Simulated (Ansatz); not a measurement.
**Ti: energy against strain**

Ti (hcp, P6_3/mmc, 16.120 Å³/atom at rest, c along z) under a strain ε along c (axis z), the other axes held. LDA in Ansatz, a plane-wave DFT program (PAW, default set), 420 eV, 23×23×13 Γ-centred mesh, Fermi-Dirac smearing 0.10 eV; ions are relaxed within the symmetry of each cell.

Here s stands for strain and y for E less E0.

```
strain (%)  E less E0 (meV/atom)
----------  --------------------
-3.00                          ?
-1.50                       1.99
-1.00                       0.79
-0.50                       0.13
0.00                        0.00
0.50                        0.39
1.00                        1.29
1.50                        2.68
```

Taking a parabola for y over the 7 complete rows: Least squares gives y = 0.001 + 0.2379·s + 1.0376·s². Residuals (row less fit): 0.011, -0.011, -0.011, -0.001, 0.011, 0.014, -0.012; standard error 0.014 (degrees of freedom: 4). Twice the quadratic coefficient over the volume, 2 × 1.0376 meV × 10⁴ × 0.1602 / 16.120 Å³, is the elastic constant C33 = 206 ± 1.2 GPa.

### Question
Estimate the missing y (s = -3.00); what did the run itself give?

### Answer
y = 0.001 + 0.2379 × (-3.0) + 1.0376 × (-3.0)² = 8.626 meV/atom. The calculation gives 9.02 meV/atom, 0.394 meV/atom above the prediction (4.4 % of the range of y in the table). The row lies outside the fitted rows, so this is an extrapolation. From the scatter of the fitted rows alone, a prediction at this place has a standard error of 0.055 meV/atom, so the miss is 7.2 times that.

One order more, fitted to all 13 runs of the series, follows each within 0.01, so the miss is the next term of a smooth law. In a metal these values are sensitive to mesh and smearing; energies are taken to zero smearing, stresses follow the free energy. Rows are the converged runs of the series near zero and its far end; series whose fitted rows scatter by over a few per cent of the range, as at a crossing or softening among them, aren't shown in this form. Most that stay on the fit to the last digits aren't either.
